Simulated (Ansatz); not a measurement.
The reference is GaP in the zinc blende structure (space group F-43m, No. 216; a = 5.438 Å).

It is then changed as follows: In replaces 25.0 % of the Ga, ordered in a cell of 8 atoms (starting symmetry Cm) and fully relaxed.

The other end (x = 1) is InP in the zinc blende structure (space group F-43m, No. 216): 25.39 Å³/atom, gap 0.57 eV.

Levels (all Ansatz, an electronic-structure program, PAW): PBEsol (420 eV, no spin-orbit coupling); HSE06 (420 eV, spin-orbit coupling left out).

The geometry is relaxed with PBEsol.

```
Item               Value
---------------  -------
PBEsol band gap  1.12 eV
```

With HSE06 at the same geometry, the band gap rises by 0.941 eV to 2.07 eV.

Single points use the geometry relaxed with PBEsol. These are small ordered cells, not random alloys; other orderings at the same x differ. Whether these cells are dynamically stable was not tested.
